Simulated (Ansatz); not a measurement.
Consider CdS in the wurtzite structure (space group P6_3mc, No. 186).

```
CELL_PARAMETERS angstrom
      4.16433     0.00000     0.00000
     -2.08216     3.60641     0.00000
      0.00000     0.00000     6.76883
ATOMIC_POSITIONS crystal
  Cd 0.66667 0.33333 0.00098
  Cd 0.33333 0.66667 0.50098
  S  0.66667 0.33333 0.62422
  S  0.33333 0.66667 0.12422
```

Cartesian axes are those of the cell as printed.

The values are results of r2SCAN/PAW in Ansatz (a program for electronic structure), no SOC, earlier PAW set, not measurements.

It is then changed as follows: the cell is stretched by 4.18 % along z with no lateral relaxation; the atoms relax in the strained cell.

Problem. Predict the stress tensor and what it implies for the stiffness.

Solution. Stress of the strained cell less that of the base (GPa, compression positive):
```
  -1.57    0.00    0.00
   0.00   -1.57    0.00
   0.00    0.00   -3.77
```

Then −Δσ_ii/ε with ε = 0.0418 gives secant stiffness values (nonlinear terms included at this strain): C33 ≈ 90 GPa, C13 ≈ 38 GPa and C23 ≈ 38 GPa.

As a check, the harmonic strain energy −½ V₀ Δσ:ε is 12 meV/atom; the computed energy rise is 13 meV/atom.

Stability against distortions was not tested.
